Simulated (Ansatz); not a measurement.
CsCl-type CuZn was calculated with Hartree–Fock (plane waves, PAW; Ansatz, a quantum-chemistry and plane-wave program).

Run with plane-wave cutoff 460 eV, 10×10×10 k mesh, Fermi–Dirac smearing 0.05 eV, no spin polarisation, scalar-relativistic PAW data made under PBE.

Cell (relaxed at this level):

```
CuZn
1.0
    3.16575     0.00000     0.00000
    0.00000     3.16575     0.00000
    0.00000     0.00000     3.16575
Zn Cu
1 1
Direct
  0.50000   0.50000   0.50000
  0.00000   0.00000   0.00000
```

### Question
Estimate the bulk modulus B0 and pressure derivative B′ of the bulk modulus that the calculation returns.

### Answer

bulk modulus B0: 53.3 GPa
pressure derivative B′ of the bulk modulus: 5.3

Measured, for comparison: bulk modulus 116 GPa (temperature not stated, not corrected to a static lattice; as tabulated in Nepal et al. (2020), arXiv:2007.11150). Computed (rounded) less measured: bulk modulus -54 %.

Note: the cell is over a tenth larger than the published one: the level's own overestimate first of all, though another phase or state, or a fault of the published cell, is possible; the run has no spin polarisation, so it can have missed a magnetic state.

Static lattice: no zero-point or thermal effects.

Computing time: about 30 core-minutes (a rough figure).
